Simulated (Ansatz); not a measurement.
Consider ZnAu in the CsCl type structure (space group Pm-3m, No. 221; a = 3.187 Å).

Level of theory: DFT with PBE, PAW potentials and a 420 eV plane-wave cutoff in Ansatz (a program for electronic structure), no spin-orbit coupling.

For the base:

```
Quantity            Value
---------------  --------
Volume per atom  16.18 Å³
```

One thing is altered: a hydrostatic pressure of 0.7 GPa.

What does the calculation give for the volume per atom after the change?

The volume per atom falls by 0.095 Å³ to 16.09 Å³.

Load acts through the strain it causes; cell and atoms are relaxed under it. Whether these cells are dynamically stable was not tested.
